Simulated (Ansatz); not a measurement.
The starting structures come from a database of crystals and need not be the phases stable at ambient conditions.

The decay constant κ of evanescent states in the gap governs leakage through a thin film.

Input:

```xyz
16
Lattice="3.8523 0.0000 0.0000 0.0000 13.1673 -0.0473 0.0000 -2.3395 5.0567" Properties=species:S:1:pos:R:3 pbc="T T T"
Pb     2.0368     8.3087     0.1049
Pb     0.1107     2.5191     4.9045
Pb     0.1107     1.2148     1.2316
Pb     2.0368     9.6130     3.7779
C      0.1108    11.1640     1.3627
C      2.0369    -0.3362     3.6467
C      2.0369     4.0219     2.5934
C      0.1108     6.8059     2.4160
N      2.0369    -1.2671     4.4797
N      0.1108    12.0949     0.5298
N      0.1108     6.8381     1.1672
N      2.0369     3.9898     3.8422
N      2.0369     3.9772     1.3721
N      0.1107     6.8506     3.6373
N      0.1107    10.2042     2.1193
N      2.0369     0.6236     2.8901
```

Space group of this cell: Pnma. The cell was relaxed by PBE-D3(BJ); by r2SCAN its mean pressure is -1.5 GPa.

Transport runs along the normal of the first two printed cell vectors.

No gap correction and no spin-orbit coupling; mid-gap values are interpolated between computed energies.

### Question
State the band gap and the smallest decay constant κ at mid-gap according to Ansatz (a program for electronic structure) with r2SCAN.

### Answer
Gap 1.96 eV on a 8×6×6 mesh; κ = 0.237 1/Å, at (0.500, 0.250) of the in-plane reciprocal vectors. At the zone centre, at the nearest computed energy, the slowest state has κ = 0.28 1/Å.
